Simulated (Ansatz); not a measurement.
Partial pair distribution functions of a relaxed model of amorphous Hf36O72H4, broadened by 0.06 Å; density 8.34 g/cm³. These are PBE, scalar-relativistic without spin-orbit coupling (plane waves to 420 eV, PAW; Ansatz, a first-principles code) values and carry that method's errors. The usual formal charges leave 4 electrons over, so the level spacing at the Fermi energy parts defect or band states and needn't be the band gap.

It comes from a melt-quench run on a machine-learned potential (CHGNet), relaxed afterwards by DFT. O atoms were pushed apart under 1.9 Å during the dynamics, to hinder bonds among them. The hot cell started wider than the set density and was brought back towards it in steps. It is the lowest in DFT energy of 8 quenches. It is a model cell: composition and starting density were chosen by hand, and all elements were melted together. No dispersion term was used. Its density started from a set value of 8.15 and ended at 8.34 g/cm³. Cooling (nominally 810 K/ps over its main leg) ran many orders faster than in experiment, which tends to leave more defects and strain. One small periodic cell is one sample of the glass; other quenches scatter about these values. Volume and shape were free in the relaxation.

```json
[
 {"r (Å)": "0.75", "g Hf-O": "0.00", "g O-H": "0.01", "g Hf-Hf": "0.00", "g O-O": "0.00"},
 {"r (Å)": "0.85", "g Hf-O": "0.00", "g O-H": "1.04", "g Hf-Hf": "0.00", "g O-O": "0.00"},
 {"r (Å)": "0.95", "g Hf-O": "0.00", "g O-H": "8.86", "g Hf-Hf": "0.00", "g O-O": "0.00"},
 {"r (Å)": "1.05", "g Hf-O": "0.00", "g O-H": "6.58", "g Hf-Hf": "0.00", "g O-O": "0.00"},
 {"r (Å)": "1.15", "g Hf-O": "0.00", "g O-H": "0.50", "g Hf-Hf": "0.00", "g O-O": "0.00"},
 {"r (Å)": "1.25", "g Hf-O": "0.00", "g O-H": "0.00", "g Hf-Hf": "0.00", "g O-O": "0.00"},
 {"r (Å)": "1.35", "g Hf-O": "0.00", "g O-H": "0.07", "g Hf-Hf": "0.00", "g O-O": "0.00"},
 {"r (Å)": "1.45", "g Hf-O": "0.00", "g O-H": "0.93", "g Hf-Hf": "0.00", "g O-O": "0.00"},
 {"r (Å)": "1.55", "g Hf-O": "0.00", "g O-H": "0.81", "g Hf-Hf": "0.00", "g O-O": "0.00"},
 {"r (Å)": "1.65", "g Hf-O": "0.00", "g O-H": "0.05", "g Hf-Hf": "0.00", "g O-O": "0.00"},
 {"r (Å)": "1.75", "g Hf-O": "0.01", "g O-H": "0.10", "g Hf-Hf": "0.00", "g O-O": "0.00"},
 {"r (Å)": "1.85", "g Hf-O": "0.39", "g O-H": "0.90", "g Hf-Hf": "0.00", "g O-O": "0.00"},
 {"r (Å)": "1.95", "g Hf-O": "3.14", "g O-H": "1.08", "g Hf-Hf": "0.00", "g O-O": "0.00"},
 {"r (Å)": "2.05", "g Hf-O": "7.58", "g O-H": "0.20", "g Hf-Hf": "0.00", "g O-O": "0.00"},
 {"r (Å)": "2.15", "g Hf-O": "6.63", "g O-H": "0.04", "g Hf-Hf": "0.00", "g O-O": "0.00"},
 {"r (Å)": "2.25", "g Hf-O": "2.62", "g O-H": "0.65", "g Hf-Hf": "0.00", "g O-O": "0.03"},
 {"r (Å)": "2.35", "g Hf-O": "1.12", "g O-H": "1.50", "g Hf-Hf": "0.00", "g O-O": "0.13"},
 {"r (Å)": "2.45", "g Hf-O": "0.35", "g O-H": "1.13", "g Hf-Hf": "0.00", "g O-O": "0.76"},
 {"r (Å)": "2.55", "g Hf-O": "0.06", "g O-H": "0.34", "g Hf-Hf": "0.00", "g O-O": "2.05"},
 {"r (Å)": "2.65", "g Hf-O": "0.01", "g O-H": "0.31", "g Hf-Hf": "0.00", "g O-O": "2.07"},
 {"r (Å)": "2.75", "g Hf-O": "0.02", "g O-H": "1.16", "g Hf-Hf": "0.00", "g O-O": "1.88"},
 {"r (Å)": "2.85", "g Hf-O": "0.07", "g O-H": "0.99", "g Hf-Hf": "0.00", "g O-O": "1.97"},
 {"r (Å)": "2.95", "g Hf-O": "0.04", "g O-H": "1.40", "g Hf-Hf": "0.03", "g O-O": "2.03"},
 {"r (Å)": "3.05", "g Hf-O": "0.15", "g O-H": "1.67", "g Hf-Hf": "0.32", "g O-O": "1.88"},
 {"r (Å)": "3.15", "g Hf-O": "0.19", "g O-H": "2.17", "g Hf-Hf": "0.72", "g O-O": "1.54"},
 {"r (Å)": "3.25", "g Hf-O": "0.29", "g O-H": "1.99", "g Hf-Hf": "2.42", "g O-O": "1.29"},
 {"r (Å)": "3.35", "g Hf-O": "0.31", "g O-H": "0.98", "g Hf-Hf": "3.53", "g O-O": "1.07"},
 {"r (Å)": "3.45", "g Hf-O": "0.47", "g O-H": "1.04", "g Hf-Hf": "2.30", "g O-O": "0.76"},
 {"r (Å)": "3.55", "g Hf-O": "0.71", "g O-H": "0.94", "g Hf-Hf": "2.06", "g O-O": "0.77"},
 {"r (Å)": "3.65", "g Hf-O": "0.75", "g O-H": "0.91", "g Hf-Hf": "2.18", "g O-O": "0.83"},
 {"r (Å)": "3.75", "g Hf-O": "0.86", "g O-H": "1.26", "g Hf-Hf": "2.36", "g O-O": "0.78"},
 {"r (Å)": "3.85", "g Hf-O": "0.99", "g O-H": "0.82", "g Hf-Hf": "2.35", "g O-O": "0.89"},
 {"r (Å)": "3.95", "g Hf-O": "1.02", "g O-H": "0.61", "g Hf-Hf": "1.60", "g O-O": "1.00"},
 {"r (Å)": "4.05", "g Hf-O": "1.15", "g O-H": "0.49", "g Hf-Hf": "1.09", "g O-O": "1.17"},
 {"r (Å)": "4.15", "g Hf-O": "1.29", "g O-H": "0.63", "g Hf-Hf": "0.51", "g O-O": "1.08"},
 {"r (Å)": "4.25", "g Hf-O": "1.54", "g O-H": "0.84", "g Hf-Hf": "0.40", "g O-O": "0.94"},
 {"r (Å)": "4.35", "g Hf-O": "1.40", "g O-H": "0.87", "g Hf-Hf": "0.28", "g O-O": "0.53"},
 {"r (Å)": "4.45", "g Hf-O": "1.42", "g O-H": "1.66", "g Hf-Hf": "0.38", "g O-O": "0.46"},
 {"r (Å)": "4.55", "g Hf-O": "1.55", "g O-H": "1.55", "g Hf-Hf": "0.50", "g O-O": "0.47"},
 {"r (Å)": "4.65", "g Hf-O": "1.62", "g O-H": "1.06", "g Hf-Hf": "0.61", "g O-O": "0.69"},
 {"r (Å)": "4.75", "g Hf-O": "1.40", "g O-H": "1.57", "g Hf-Hf": "0.54", "g O-O": "0.82"},
 {"r (Å)": "4.85", "g Hf-O": "1.31", "g O-H": "1.26", "g Hf-Hf": "0.41", "g O-O": "0.75"},
 {"r (Å)": "4.95", "g Hf-O": "1.07", "g O-H": "0.92", "g Hf-Hf": "0.67", "g O-O": "0.88"},
 {"r (Å)": "5.05", "g Hf-O": "0.90", "g O-H": "0.63", "g Hf-Hf": "0.83", "g O-O": "1.01"},
 {"r (Å)": "5.15", "g Hf-O": "1.01", "g O-H": "0.31", "g Hf-Hf": "0.70", "g O-O": "1.17"},
 {"r (Å)": "5.25", "g Hf-O": "0.96", "g O-H": "0.79", "g Hf-Hf": "0.77", "g O-O": "1.26"},
 {"r (Å)": "5.35", "g Hf-O": "0.98", "g O-H": "1.15", "g Hf-Hf": "1.01", "g O-O": "1.38"},
 {"r (Å)": "5.45", "g Hf-O": "0.85", "g O-H": "1.30", "g Hf-Hf": "1.20", "g O-O": "1.32"},
 {"r (Å)": "5.55", "g Hf-O": "0.71", "g O-H": "1.20", "g Hf-Hf": "0.98", "g O-O": "1.20"},
 {"r (Å)": "5.65", "g Hf-O": "0.80", "g O-H": "1.47", "g Hf-Hf": "0.92", "g O-O": "1.12"}
]
```

Within 2.60 Å each Hf has 5.86 O neighbours on average.
